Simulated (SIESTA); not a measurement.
Input and output of a self-consistent single point for Al₂Cu (P1, 3 atoms in the cell) (SIESTA).

Computed with LDA PW92, numerical atomic orbitals DZP, PseudoDojo LDA standard norm-conserving potentials (rewritten from UPF to PSML) in SIESTA.

The change in words: lattice scaled by 0.98. Reference geometry:
```yaml
crystal:
  lattice:
    - [4.10518, 0.00000, 0.00000]
    - [0.00000, 4.10518, 0.00000]
    - [0.00000, 0.00000, 2.89131]
  atoms:
    - { symbol: Al, position: [0.51385, 0.00099, 0.48325] }
    - { symbol: Al, position: [0.97680, 0.52051, 0.50282] }
    - { symbol: Cu, position: [0.00935, 0.97850, 0.01393] }
```

Reference input (self-consistent single point, DFT, LDA PW92, numerical atomic orbitals DZP, PseudoDojo LDA standard norm-conserving potentials (rewritten from UPF to PSML)): XC.functional = LDA; XC.authors = PW92; potentials = PseudoDojo LDA standard; PAO.BasisSize = DZP; PAO.EnergyShift = 0.01 Ry; MeshCutoff = 300 Ry; kgrid.MonkhorstPack = 7 7 10; OccupationFunction = MP; OccupationMPOrder = 0; ElectronicTemperature = 1160.45 K; MaxSCFIterations = 150; SCF.Mixer.Method = Broyden. This run's input differs from it in these lines:

```diff
@@ -12,5 +12,5 @@
 %block LatticeVectors
-     7.757665892    0.000000000    0.000000000
-     0.000000000    7.757665892    0.000000000
-     0.000000000    0.000000000    5.463784041
+     7.602511819    0.000000000    0.000000000
+     0.000000000    7.602511819    0.000000000
+     0.000000000    0.000000000    5.354508739
 %endblock LatticeVectors
```

Output (repeated stretches shortened):

```
        iscf     Eharris(eV)        E_KS(eV)     FreeEng(eV)     dDmax    Ef(eV) dHmax(eV)
   scf:    1    -4654.740980    -5082.956451    -5082.968576  1.288360 -0.280408 99.503817
   scf:    2    -5206.576686    -5271.741915    -5271.748564  1.423110 -4.204946 26.795654
   scf:    3    -5284.700763    -5278.841374    -5278.847039  0.715351 -4.086153 15.092751
   scf:    4    -5280.690204    -5282.217287    -5282.222326  0.602232 -3.672183  5.045027
   scf:    5    -5278.884361    -5280.771280    -5280.777617  0.145422 -3.595117 10.272101
   [... 10 lines left out ...]
   scf:   16    -5282.629787    -5282.629787    -5282.635242  0.000019 -3.843132  0.000217
   scf:   17    -5282.629787    -5282.629787    -5282.635242  0.000014 -3.843143  0.000170
   scf:   18    -5282.629787    -5282.629787    -5282.635242  0.000011 -3.843152  0.000130
   scf:   19    -5282.629787    -5282.629787    -5282.635242  0.000008 -3.843159  0.000099
SCF Convergence by DM+H criterion
max |DM_out - DM_in|         :     0.0000084282
max |H_out - H_in|      (eV) :     0.0000986666
SCF cycle converged after 19 iterations

Using DM_out to compute the final energy and forces

siesta: E_KS(eV) =            -5282.6298

siesta: E_KS - E_eggbox =     -5282.6298

siesta: Atomic forces (eV/Ang):
     1   -0.577766    0.293406    0.276739
     2    0.343627   -1.604108    0.119819
     3    0.234094    1.311190   -0.398654
   Tot   -0.000044    0.000488   -0.002097
   Max    1.604108
   Res    0.755353    sqrt( Sum f_i^2 / 3N )
   Max    1.604108    constrained

Stress tensor Voigt[x,y,z,yz,xz,xy] (kbar):      -20.70      -33.54      -28.88        4.40        0.99        4.40
(Free)E + p*V (eV/cell)    -5281.8422
Target enthalpy (eV/cell)    -5282.6352

   [... lines left out ...]
siesta: FreeEng =     -5282.635242
   [... lines left out ...]
siesta:    -0.012922    0.002744    0.000618
siesta:     0.002744   -0.020934    0.002748
siesta:     0.000618    0.002748   -0.018023

siesta: Cell volume =         45.860337 Ang**3

siesta: Pressure (static):
siesta:                Solid            Molecule  Units
siesta:           0.00018834          0.00051714  Ry/Bohr**3
siesta:           0.01729289          0.04748191  eV/Ang**3
siesta:          27.70627096         76.07440965  kBar
```

The run converged in 19 iterations. Against the reference run the free energy falls by 1.6 meV/atom, the pressure goes from -2.95 to 2.77 GPa and the largest force goes from 1.334 to 1.645 eV/Å.

The starting cell comes from a database of computed structures (which also holds hypothetical and non-ambient phases and stackings), without a prior relaxation at this level. Its atoms were displaced at random from the sites of space group no. 123. For this run, on top of that: lattice scaled by 0.98. Spin polarisation is off. Values carry the incompleteness of an atom-centred basis. Forces in this geometry exceed 1 eV/Å.

Cost on one core of a shared machine: roughly 2 min.
